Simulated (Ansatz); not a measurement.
Take AlFe in the CsCl type structure (space group Pm-3m, No. 221; ferromagnetic) as the base.

```
AlFe
1.0
    2.87471     0.00000     0.00000
    0.00000     2.87471     0.00000
    0.00000     0.00000     2.87471
Al Fe
1 1
Direct
  0.00000   0.00000   0.00000
  0.50000   0.50000   0.50000
```

The values are results of PBE in Ansatz (plane waves to 420 eV, PAW, scalar-relativistic without spin-orbit coupling), not measurements.

Base values:

- Lattice parameter a: 2.875 Å
- Largest site moment: 0.73 μB

Perturbation: cell and atoms relaxed at a pressure of 30 GPa.

Problem. Predict the new lattice parameter a.

Solution. The lattice parameter a shrinks by 0.122 Å to 2.753 Å.

Problem. How does this affect the largest site moment?

Solution. The largest site moment drops by 0.09 μB (0.73 μB → 0.64 μB).

The magnetic state is the one reached from the starting moments; the real material's order can differ, and small cells can't hold many antiferromagnetic ones. Load acts through the strain it causes; cell and atoms are relaxed under it. Stability against distortions was not tested. Competing high-pressure phases were not computed.

Ansatz is a quantum-chemistry and plane-wave program.
